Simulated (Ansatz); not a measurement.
A computed series for AlN: response to strain

The reference is AlN in the wurtzite structure (space group P6_3mc, No. 186).

```
CELL_PARAMETERS angstrom
      3.11381     0.00000     0.00000
     -1.55691     2.69664     0.00000
      0.00000     0.00000     4.98335
ATOMIC_POSITIONS crystal
  Al 0.33333 0.66667 0.00000
  Al 0.66667 0.33333 0.50000
  N  0.33333 0.66667 0.38200
  N  0.66667 0.33333 0.88200
```

Cartesian axes are those of the cell as printed.

Strains are applied to the cell and any free atomic positions relax.

Method: PBEsol/PAW in Ansatz (a first-principles code), no SOC.

Notes on the quantities. energy relative to the base: free energy F; pressure: mean of the normal stresses, compression positive.

```tsv
change	energy relative to the base	band gap	pressure	shortest interatomic distance
base	0 meV/atom	4.09 eV	0.01 GPa	1.891 Å
tensor shear ε_xz = +1.33 %	___	___	0.02 GPa	___
tensor shear ε_xz = +2.00 %	+5.8 meV/atom	4.02 eV	0.03 GPa	1.885 Å
tensor shear ε_xz = +0.33 %	+0.2 meV/atom	4.09 eV	0.01 GPa	1.890 Å
tensor shear ε_xz = +1.67 %	+4.0 meV/atom	4.04 eV	0.02 GPa	1.886 Å
tensor shear ε_xz = +0.67 %	+0.6 meV/atom	4.09 eV	0.01 GPa	1.889 Å
tensor shear ε_xz = +1.00 %	+1.4 meV/atom	4.07 eV	0.01 GPa	1.888 Å
```

Problem. Some entries are withheld; estimate them.

Solution. 
- tensor shear ε_xz = +1.33 %, energy relative to the base: +2.6 meV/atom
- tensor shear ε_xz = +1.33 %, band gap: 4.06 eV
- tensor shear ε_xz = +1.33 %, shortest interatomic distance: 1.887 Å

Whether these cells are dynamically stable was not tested.
